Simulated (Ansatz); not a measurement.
Start from Ni in the fcc (Cu type) structure (space group Fm-3m, No. 225; a = 3.518 Å; ferromagnetic).

All numbers come from DFT with PBE, PAW potentials and a 420 eV plane-wave cutoff in Ansatz (a first-principles code), without spin-orbit coupling.

One change was made to it. Results:

| quantity | base | after |
|---|---|---|
| magnetic state | ferromagnetic | ferromagnetic |
| density | 8.95 g/cm³ | 9.65 g/cm³ |
| shortest interatomic distance | 4.701 bohr | 4.585 bohr |

Task: Which change produced these results?
A. pressure 9 GPa
B. pressure 1.8 GPa
C. pressure 4.2 GPa
D. pressure 18 GPa

Result: D, pressure 18 GPa. For comparison, the density in the other runs: pressure 4.2 GPa gives 9.13 g/cm³; pressure 1.8 GPa gives 9.03 g/cm³; pressure 9 GPa gives 9.33 g/cm³.

The magnetic state is the one reached from the starting moments; the real material's order can differ, and small cells can't hold many antiferromagnetic ones. Load acts through the strain it causes; cell and atoms are relaxed under it. No phonon test of stability was made. Competing high-pressure phases were not computed.
